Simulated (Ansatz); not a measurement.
Results of r²SCAN (plane waves, PAW; Ansatz, a first-principles code) for ZnS (P3m1, No. 156, 40 atoms in the cell; start mp-556732; a measured phase of this formula has another space group).

Numerical settings: plane-wave cutoff 560 eV, 12×12×1 k mesh (along the axes of the cell as run), Fermi–Dirac smearing 0.01 eV, scalar-relativistic PAW data made under PBE.

Cell (relaxed at this level):

```cif
data_S20Zn20
_chemical_formula_sum 'Zn20 S20'
_space_group_name_H-M_alt 'P3m1'
_space_group_IT_number 156
_space_group_name_Hall 'P 3 -2"'
_cell_length_a 3.80966
_cell_length_b 3.80966
_cell_length_c 62.27307
_cell_angle_alpha 90.000
_cell_angle_beta 90.000
_cell_angle_gamma 120.000
loop_
_atom_site_label
_atom_site_type_symbol
_atom_site_symmetry_multiplicity
_atom_site_Wyckoff_symbol
_atom_site_fract_x
_atom_site_fract_y
_atom_site_fract_z
_atom_site_occupancy
Zn1 Zn 1 b 0.33333 0.66667 0.05004 1
Zn2 Zn 1 c 0.66667 0.33333 0.80004 1
Zn3 Zn 1 b 0.33333 0.66667 0.70003 1
Zn4 Zn 1 a 0.00000 0.00000 0.29999 1
Zn5 Zn 1 c 0.66667 0.33333 0.35004 1
Zn6 Zn 1 c 0.66667 0.33333 0.49994 1
Zn7 Zn 1 c 0.66667 0.33333 0.95002 1
Zn8 Zn 1 c 0.66667 0.33333 0.10002 1
Zn9 Zn 1 a 0.00000 0.00000 0.64999 1
Zn10 Zn 1 b 0.33333 0.66667 0.54998 1
Zn11 Zn 1 c 0.66667 0.33333 0.60004 1
Zn12 Zn 1 a 0.00000 0.00000 0.00008 1
Zn13 Zn 1 a 0.00000 0.00000 0.44997 1
Zn14 Zn 1 b 0.33333 0.66667 0.40000 1
Zn15 Zn 1 a 0.00000 0.00000 0.89998 1
Zn16 Zn 1 a 0.00000 0.00000 0.14999 1
Zn17 Zn 1 b 0.33333 0.66667 0.85001 1
Zn18 Zn 1 b 0.33333 0.66667 0.19997 1
Zn19 Zn 1 a 0.00000 0.00000 0.75008 1
Zn20 Zn 1 c 0.66667 0.33333 0.24994 1
S1 S 1 a 0.00000 0.00000 0.33753 1
S2 S 1 c 0.66667 0.33333 0.83751 1
S3 S 1 a 0.00000 0.00000 0.93745 1
S4 S 1 b 0.33333 0.66667 0.88749 1
S5 S 1 c 0.66667 0.33333 0.28741 1
S6 S 1 b 0.33333 0.66667 0.58752 1
S7 S 1 b 0.33333 0.66667 0.08752 1
S8 S 1 a 0.00000 0.00000 0.03754 1
S9 S 1 a 0.00000 0.00000 0.78754 1
S10 S 1 c 0.66667 0.33333 0.38751 1
S11 S 1 b 0.33333 0.66667 0.73756 1
S12 S 1 b 0.33333 0.66667 0.23744 1
S13 S 1 a 0.00000 0.00000 0.48745 1
S14 S 1 c 0.66667 0.33333 0.98756 1
S15 S 1 c 0.66667 0.33333 0.53741 1
S16 S 1 c 0.66667 0.33333 0.63750 1
S17 S 1 c 0.66667 0.33333 0.13749 1
S18 S 1 a 0.00000 0.00000 0.68746 1
S19 S 1 b 0.33333 0.66667 0.43748 1
S20 S 1 a 0.00000 0.00000 0.18747 1
```

What does this level give for the band gap?


* **band gap**: 2.72 eV (direct)

The result took roughly 50 core-minutes.

A start named mp-… is a Materials Project structure, which need not be a measured phase.
